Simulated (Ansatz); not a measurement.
LiTaO₃ (P4/mbm, No. 127, 10 atoms in the cell; start mp-754345; a measured phase of this formula has another space group) was calculated with HSE06+SOC (PAW; Ansatz, an electronic-structure program).

Run with plane-wave cutoff 460 eV, 4×4×6 k mesh (along the axes of the cell as run), Fermi–Dirac smearing 0.01 eV, PAW data made under PBE.

Cell (relaxed with PBEsol):

```cif
data_Li2O6Ta2
_chemical_formula_sum 'Li2 Ta2 O6'
_space_group_name_H-M_alt 'P4/mbm'
_space_group_IT_number 127
_space_group_name_Hall '-P 4 2ab'
_cell_length_a 5.36909
_cell_length_b 5.36909
_cell_length_c 3.91493
_cell_angle_alpha 90.000
_cell_angle_beta 90.000
_cell_angle_gamma 90.000
loop_
_atom_site_label
_atom_site_type_symbol
_atom_site_symmetry_multiplicity
_atom_site_Wyckoff_symbol
_atom_site_fract_x
_atom_site_fract_y
_atom_site_fract_z
_atom_site_occupancy
Li1 Li 2 c 0.00000 0.50000 0.50000 1
Ta1 Ta 2 a 0.00000 0.00000 0.00000 1
O1 O 2 b 0.50000 0.50000 0.50000 1
O2 O 4 g 0.17727 0.32273 0.00000 1
```

### Question
What does this level give for the band gap and smallest direct gap on the k points sampled?

### Answer

- band gap = 3.75 eV (on the SCF k mesh) (indirect)
- smallest direct gap on the k points sampled = 4.04 eV

Note: cell and atoms aren't relaxed at this level (pressure -1.0 GPa).

Static lattice: no zero-point or thermal effects.

A start named mp-… is a Materials Project structure, which need not be a measured phase.
